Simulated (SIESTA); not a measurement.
**Several settings converged on LaAl2 (R3m, 6 atoms in the cell)**

```
LaAl2
1.0
    0.00000     4.04414     4.04414
    4.04414     0.00000     4.04414
    4.04414     4.04414     0.00000
La Al
2 4
Direct
  0.00357   0.00357   0.00357
  0.25000   0.25000   0.25000
  0.62500   0.62500   0.62500
  0.12500   0.62500   0.62500
  0.62500   0.62500   0.12500
  0.62500   0.12500   0.62500
```

Base method: SIESTA with GGA PBEsol, numerical atomic orbitals DZP, PseudoDojo PBEsol standard norm-conserving potentials (rewritten from UPF to PSML).

Base settings: XC.functional = GGA; XC.authors = PBEsol; potentials = PseudoDojo PBEsol standard; PAO.BasisSize = DZP; PAO.EnergyShift = 0.01 Ry; MeshCutoff = 300 Ry; kgrid.MonkhorstPack = 3 3 3; OccupationFunction = FD; ElectronicTemperature = 1160.45 K; MaxSCFIterations = 150.

Core times come from one kind of shared machine, to one figure; runs under 30 s give none.

**The k-point mesh**

The second cell is the first with its lattice scaled by 0.98.

Only quantities that move along the ladder and can be compared are tabulated.

```tsv
kgrid.MonkhorstPack	free energy less the last step's (meV/atom)	energy of the compressed cell less the first (meV/atom)	pressure (GPa)	largest difference of a force vector from the last step's (eV/Å)	core time / last (rough)
1 1 1	-612.86	-28.56	-5.53	0.164	0.6
3 3 3	6.16	26.76	0.75	0.055	0.6
4 4 4	-5.83	29.61	1.19	0.028	0.4
6 6 6	-1.91	28.89	1.09	0.006	0.9
7 7 7	1.01	29.02	1.11	0.002	0.6
9 9 9	0.26	29.04	1.11	0.000	0.7
11 11 11	0.00	29.00	1.11	0.000	1
```

Coarsest kgrid.MonkhorstPack that holds the energy of the compressed cell less the first within 0.2 meV/atom of the last step, with all finer ones: 6 6 6; the step before is off by 0.61 meV/atom.

Coarsest kgrid.MonkhorstPack that holds the forces within 0.01 eV/Å of the last step, with all finer ones: 6 6 6; the step before is off by 0.028 eV/Å.

Coarsest kgrid.MonkhorstPack that holds the free energy within 5 meV/atom of the last step, with all finer ones: 6 6 6; the step before is off by 5.8 meV/atom.

The energy difference between the two cells stays within 1 meV/atom of the last step's from 4 4 4 on, the total only from 9 9 9 on: much of the error is common to both cells and cancels.

**The k-point mesh at a smearing width of 0.02 eV**

In this ladder: ElectronicTemperature = 232.09 K.

Only quantities that move along the ladder and can be compared are tabulated.

```csv
kgrid.MonkhorstPack,free energy less the last step's (meV/atom),pressure (GPa),largest difference of a force vector from the last step's (eV/Å),core time / last (rough)
3 3 3,4.45,0.64,0.077,0.2
4 4 4,-4.67,1.21,0.092,0.2
5 5 5,3.47,0.96,0.021,0.2
8 8 8,-0.60,1.03,0.010,0.3
9 9 9,0.46,1.06,0.011,0.3
14 14 14,0.00,1.02,0.000,1
```

Coarsest kgrid.MonkhorstPack that holds the forces within 0.005 eV/Å: not settled: the last two steps still differ by 0.011 eV/Å, over half the tolerance, so the ladder does not show it.

Coarsest kgrid.MonkhorstPack that holds the free energy within 2 meV/atom of the last step, with all finer ones: 8 8 8, at about 0.3 of the last step's time; the step before is off by 3.5 meV/atom.

Coarsest kgrid.MonkhorstPack that holds the pressure within 0.1 GPa of the last step, with all finer ones: 5 5 5, at about 0.2 of the last step's time; the step before is off by 0.19 GPa.

**The k-point mesh at a smearing width of 0.3 eV**

In this ladder: ElectronicTemperature = 3481.36 K.

Only quantities that move along the ladder and can be compared are tabulated.

```csv
kgrid.MonkhorstPack,free energy less the last step's (meV/atom),pressure (GPa),largest difference of a force vector from the last step's (eV/Å),core time / last (rough)
3 3 3,12.70,1.28,0.015,0.2
5 5 5,1.20,1.43,0.001,0.3
8 8 8,-0.05,1.41,0.000,0.3
9 9 9,0.02,1.42,0.000,0.4
14 14 14,0.00,1.42,0.000,1
```

Coarsest kgrid.MonkhorstPack that holds the free energy within 0.5 meV/atom of the last step, with all finer ones: 8 8 8, at about 0.3 of the last step's time; the step before is off by 1.2 meV/atom.

Coarsest kgrid.MonkhorstPack that holds the pressure within 0.1 GPa of the last step, with all finer ones: 5 5 5, at about 0.3 of the last step's time; the step before is off by 0.13 GPa.

Coarsest kgrid.MonkhorstPack that holds the forces within 0.005 eV/Å of the last step, with all finer ones: 5 5 5, at about 0.3 of the last step's time; the step before is off by 0.015 eV/Å.

On the base run: the starting cell comes from a database of computed structures (which also holds hypothetical and non-ambient phases and stackings), without a prior relaxation at this level. Its lattice was rescaled by up to half a per cent. One atom was moved a little off its site on purpose. Values carry the incompleteness of an atom-centred basis. Without a gap this mesh is coarse (it stands for a supercell whose shortest vector is 17 Å).
